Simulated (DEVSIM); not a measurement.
## illuminated Si n-on-p cell, one wavelength

Device: illuminated Si n-on-p cell, one wavelength, at 400 K.

| layer (left to right) | material | thickness (μm) | Nd (cm⁻³) | Na (cm⁻³) | τn (s) | τp (s) | absorption coefficient (cm⁻¹) |
|---|---|---|---|---|---|---|---|
| 1 | Si | 0.0840 | 6.8e17 | - | 4e-6 | 3.6e-7 | 650 |
| 2 | Si | 140 | - | 1.2e16 | 3.3e-5 | 3.3e-5 | 650 |

Left contact: ohmic, minority hole recombination velocity 100 cm/s. Right contact: ohmic, minority electron recombination velocity 10000 cm/s. Voltage is applied to the left contact. Recombination: SRH at mid-gap, radiative, Auger. Light enters at the left, 1e17 photons cm⁻² s⁻¹, one pass, no reflection. Mobility is constant in doping.

This is a model device: material constants are rounded textbook-type values typed into the input, and sizes, dopings and lifetimes were drawn at random. Values at 300 K; Nc and Nv go as T^1.5, mobilities as T to minus their exponent, the gap by Varshni's rule with the affinity fixed.

```
parameter               Si
----------------  --------
gap (eV)             1.124
affinity (eV)         4.05
permittivity          11.7
Nc (cm⁻³)          2.86e19
Nv (cm⁻³)           3.1e19
μn (cm²/Vs)           1417
μp (cm²/Vs)            470
T exponent of μn       2.3
T exponent of μp       2.2
B (cm³/s)          4.7e-15
Cn (cm⁶/s)         2.8e-31
Cp (cm⁶/s)         9.9e-32
Varshni α (eV/K)  0.000473
Varshni β (K)          636
```

Model (solved in DEVSIM): 1D drift-diffusion, Boltzmann statistics, complete ionisation; no tunnelling, impact ionisation, image-force lowering or self-heating.

```json
{
  "potential_step_across_the_device_at_zero_bias": "0.667 V",
  "largest_field_in_the_device_at_zero_bias": "65000 V/cm",
  "Dark forward voltage at 1 A/cm²": "0.494 V",
  "Dark forward voltage at 100 A/cm²": "0.736 V",
  "short_circuit_current": "14.5 mA/cm²",
  "open_circuit_voltage": "0.341 V",
  "fill_factor": "0.69",
  "largest_power": "3.40 mW/cm²",
  "share_of_generated_pairs_collected_at_short_circuit": "0.902"
}
```

Current under light (generator sign):

| V (V) | J (mA/cm²) |
|---|---|
| 0.00 | 14.5 |
| 0.04 | 14.5 |
| 0.08 | 14.4 |
| 0.12 | 14.4 |
| 0.16 | 14.4 |
| 0.20 | 14.2 |
| 0.22 | 14.0 |
| 0.24 | 13.7 |
| 0.26 | 13.1 |
| 0.28 | 12.0 |
| 0.30 | 10.0 |
| 0.32 | 6.57 |
| 0.34 | 0.398 |
| 0.36 | -10.6 |

Dark forward current:

```json
[
 {"V (V)": "-0.05", "J (A/cm²)": "-2.4e-6"},
 {"V (V)": "-0.10", "J (A/cm²)": "-1.3e-5"},
 {"V (V)": "-0.15", "J (A/cm²)": "-5.6e-5"},
 {"V (V)": "-0.25", "J (A/cm²)": "-0.0010"},
 {"V (V)": "-0.30", "J (A/cm²)": "-0.0044"},
 {"V (V)": "-0.35", "J (A/cm²)": "-0.019"},
 {"V (V)": "-0.40", "J (A/cm²)": "-0.078"},
 {"V (V)": "-0.45", "J (A/cm²)": "-0.32"},
 {"V (V)": "-0.55", "J (A/cm²)": "-3.8"},
 {"V (V)": "-0.60", "J (A/cm²)": "-10"},
 {"V (V)": "-0.65", "J (A/cm²)": "-26"},
 {"V (V)": "-0.70", "J (A/cm²)": "-59"},
 {"V (V)": "-0.80", "J (A/cm²)": "-230"},
 {"V (V)": "-0.85", "J (A/cm²)": "-370"},
 {"V (V)": "-0.90", "J (A/cm²)": "-550"},
 {"V (V)": "-0.95", "J (A/cm²)": "-770"},
 {"V (V)": "-1.00", "J (A/cm²)": "-1000"},
 {"V (V)": "-1.10", "J (A/cm²)": "-1600"},
 {"V (V)": "-1.15", "J (A/cm²)": "-1900"},
 {"V (V)": "-1.20", "J (A/cm²)": "-2200"}
]
```
